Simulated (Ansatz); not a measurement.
A computed series for FeS2: pressure series

The parent structure is FeS$_{2}$ (space group Pnnm, No. 58; a = 4.367 Å, b = 5.333 Å, c = 3.344 Å; non-magnetic).

Cell and atoms are relaxed at each pressure.

Calculations: plane-wave PAW DFT at the PBEsol level (Ansatz, a first-principles code, 420 eV), no spin-orbit coupling.

Candidates:
(a) pressure 30 GPa
(b) pressure 75 GPa
(c) pressure 3 GPa

For the base:

```
Item        Value
--------  -------
Band gap  0.92 eV
```

Q: Order them by band gap, lowest first.

A: (c) pressure 3 GPa (0.95 eV), (b) pressure 75 GPa (0.99 eV), (a) pressure 30 GPa (1.10 eV)

Load acts through the strain it causes; cell and atoms are relaxed under it. Stability against distortions was not tested. Competing high-pressure phases were not computed. Seeded moments were not kept for the base. All final runs are without spin polarisation.
